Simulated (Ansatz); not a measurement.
## A computed series for Ge: response to strain

Start from Ge in the diamond structure (space group Fd-3m, No. 227).

```
Ge
1.0
    0.00000     2.83808     2.83808
    2.83808     0.00000     2.83808
    2.83808     2.83808     0.00000
Ge
2
Direct
  0.50000   0.50000   0.50000
  0.75000   0.75000   0.75000
```

Cartesian axes are those of the cell as printed.

Strains are applied to the cell and any free atomic positions relax; under biaxial strain the out-of-plane vector relaxes too.

Levels (all Ansatz, a quantum-chemistry and plane-wave program, PAW): PBEsol (420 eV, scalar-relativistic without spin-orbit coupling); r2SCAN (500 eV, no spin-orbit coupling).

Band gaps by level, all at the geometries relaxed with PBEsol:

| case | PBEsol | r2SCAN |
|---|---|---|
| base | zero | 0.35 eV |
| biaxial strain −0.55 %, plane normal [111], relaxed out of plane | zero | ___ |
| biaxial strain +2.21 %, plane normal [111], relaxed out of plane | zero | zero |
| isotropic strain −4.81 % | 0.26 eV | ___ |
| uniaxial strain ε_xx = +1.88 % | zero | ___ |
| uniaxial strain ε_xx = +4.94 % | zero | zero |

### Question
What belongs in the blanks?

### Answer

- biaxial strain −0.55 %, plane normal [111], relaxed out of plane, r2SCAN: 0.41 eV
- isotropic strain −4.81 %, r2SCAN: 0.57 eV
- uniaxial strain ε_xx = +1.88 %, r2SCAN: 0.11 eV

Single points use the geometry relaxed with PBEsol. Whether these cells are dynamically stable was not tested. The real Ge has an indirect gap at ambient pressure; r2SCAN orders its close-lying valleys differently. The zero or small gap of Ge can change with the level of theory.
